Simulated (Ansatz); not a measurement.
Levels about the gap of amorphous Si₂₆O₃₆C₈ (70 atoms in a cell of 1059 Å³, 2.20 g/cm³; zone centre alone, so wide bands show as single levels with stretches between that a denser mesh fills), at the geometry that PBE relaxed, where it gives -2.9 GPa on a denser mesh. The participation number counts the atoms over which a state spreads; weights are charges in smoothed Voronoi cells. The levels come from a single point, so bond lengths are those of that geometry. Method of the levels: PBE, scalar-relativistic without spin-orbit coupling (Ansatz, a program for electronic structure). Sampling: the zone centre alone; Fermi-Dirac width 0.01 eV; collinear spin, started from moments on atoms (at the end a net moment of 0.0 μB, with unpaired spins of both signs, a broken-symmetry state; no other order was tried). In the spin-polarised cell the level spacing at the Fermi energy can part levels of unlike spin.

The cell was made by melting and quenching with the CHGNet potential and then relaxed with DFT. O atoms were pushed apart under 1.9 Å during the dynamics, to hinder bonds among them. The hot cell started wider than the set density and was brought back towards it in steps. It is the lowest in DFT energy of 2 quenches. It is a model cell: composition and starting density were chosen by hand, and all elements were melted together. No dispersion term was used. Its density started from a set value of 2.20 and ended at 2.20 g/cm³. Cooling (nominally 400 K/ps over its main leg) ran many orders faster than in experiment, which tends to leave more defects and strain. A cell of this size samples the disorder only roughly. The volume was held where the preparation left it and the shape relaxed, at a PBE pressure of -2.9 GPa (tension). Stress components on the final sampling reach 2.9 GPa.

```json
[
 {"E - E(highest filled), eV": "-0.65", "filling": "filled", "spin": "up", "participation number": "15.6", "largest on": "Si, 3 neighbours", "weight C": "0.23", "weight Si": "0.56", "weight O": "0.21"},
 {"E - E(highest filled), eV": "-0.58", "filling": "filled", "spin": "dn", "participation number": "11.7", "largest on": "C, 3 neighbours", "weight C": "0.51", "weight Si": "0.31", "weight O": "0.19"},
 {"E - E(highest filled), eV": "-0.40", "filling": "filled", "spin": "up", "participation number": "9.3", "largest on": "C, 3 neighbours", "weight C": "0.51", "weight Si": "0.31", "weight O": "0.18"},
 {"E - E(highest filled), eV": "-0.35", "filling": "filled", "spin": "up", "participation number": "4.9", "largest on": "C, 3 neighbours", "weight C": "0.58", "weight Si": "0.25", "weight O": "0.17"},
 {"E - E(highest filled), eV": "-0.27", "filling": "filled", "spin": "dn", "participation number": "6.4", "largest on": "C, 3 neighbours", "weight C": "0.32", "weight Si": "0.39", "weight O": "0.29"},
 {"E - E(highest filled), eV": "-0.25", "filling": "filled", "spin": "up", "participation number": "7.5", "largest on": "C, 3 neighbours", "weight C": "0.35", "weight Si": "0.36", "weight O": "0.28"},
 {"E - E(highest filled), eV": "0.00", "filling": "filled", "spin": "dn", "participation number": "10.9", "largest on": "C, 3 neighbours", "weight C": "0.58", "weight Si": "0.26", "weight O": "0.17"},
 {"E - E(highest filled), eV": "0.55", "filling": "empty", "spin": "up", "participation number": "8.2", "largest on": "C, 3 neighbours", "weight C": "0.64", "weight Si": "0.22", "weight O": "0.14"},
 {"E - E(highest filled), eV": "0.85", "filling": "empty", "spin": "dn", "participation number": "4.1", "largest on": "C, 3 neighbours", "weight C": "0.60", "weight Si": "0.25", "weight O": "0.16"},
 {"E - E(highest filled), eV": "1.44", "filling": "empty", "spin": "dn", "participation number": "12.7", "largest on": "C, 3 neighbours", "weight C": "0.51", "weight Si": "0.32", "weight O": "0.18"},
 {"E - E(highest filled), eV": "1.51", "filling": "empty", "spin": "up", "participation number": "16.6", "largest on": "Si, 3 neighbours", "weight C": "0.33", "weight Si": "0.44", "weight O": "0.23"},
 {"E - E(highest filled), eV": "1.66", "filling": "empty", "spin": "dn", "participation number": "17.0", "largest on": "Si, 3 neighbours", "weight C": "0.25", "weight Si": "0.49", "weight O": "0.26"},
 {"E - E(highest filled), eV": "1.76", "filling": "empty", "spin": "up", "participation number": "15.3", "largest on": "C, 3 neighbours", "weight C": "0.39", "weight Si": "0.38", "weight O": "0.23"},
 {"E - E(highest filled), eV": "2.09", "filling": "empty", "spin": "dn", "participation number": "6.5", "largest on": "Si, 2 neighbours", "weight C": "0.07", "weight Si": "0.63", "weight O": "0.30"}
]
```

Most localised among these is the empty level at +0.85 eV, on a C atom, which has 3 neighbours (C 1.46 Å, Si 1.85 Å, Si 1.93 Å).
